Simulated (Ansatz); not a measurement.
# Ru, pressure series

Take Ru in the hcp (Mg type) structure (space group P6_3/mmc, No. 194; a = 2.722 Å, c = 4.291 Å) as the base.

Cell and atoms are relaxed at each pressure.

All numbers come from PBE (Ansatz, an electronic-structure program; PAW; 420 eV plane waves; scalar-relativistic without spin-orbit coupling).

Notes on the quantities. enthalpy: H = E + PV relative to the base's energy.

```csv
change,enthalpy,density
base,–,12.19 g/cm³
pressure −2 GPa,-0.17 eV/atom,12.11 g/cm³
pressure −1 GPa,-0.09 eV/atom,12.15 g/cm³
pressure 0.3 GPa,+0.03 eV/atom,12.20 g/cm³
pressure 0.7 GPa,+0.06 eV/atom,12.22 g/cm³
pressure 1.5 GPa,+0.13 eV/atom,12.25 g/cm³
pressure 3 GPa,+0.26 eV/atom,12.31 g/cm³
pressure 5 GPa,+0.43 eV/atom,12.38 g/cm³
pressure 7.5 GPa,+0.64 eV/atom,12.47 g/cm³
pressure 10 GPa,+0.85 eV/atom,12.56 g/cm³
```

Load acts through the strain it causes; cell and atoms are relaxed under it. Whether these cells are dynamically stable was not tested. No other phases were tried under pressure. The final runs are not spin-polarised.
